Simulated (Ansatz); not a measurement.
Relaxation of the outer planes of the (100) surface of fluorite in its 1x1 cell (cut with top plane Ca, bottom plane Ca), relaxed from an ideal cut (the real face may reconstruct), outermost plane spacing 1.38 Å in the ideal cut (one of several cuts of this face), with 1 Ca a cell over the bulk's ratio.

Calculation: PBE (plane waves to 420 eV, PAW; Ansatz, a program for electronic structure).

Slab: 13 atoms, Ca5F8, 11.0 Å thick at the start; k 7x7x1, smearing 0.025 eV, dipole-corrected; all atoms relaxed; symmetry of the start imposed; no spin (no spin-polarised run to compare, though such a face may carry moments), no spin-orbit, no U. The slab shows no gap on its mesh.

```tsv
plane	atoms	bulk spacing to the next (Å)	relaxed spacing (Å)	change (%)	rumpling (Å)
1	Ca	1.378	1.342	-2.6	0.00
2	2 F	1.378	1.377	0.0	0.00
```
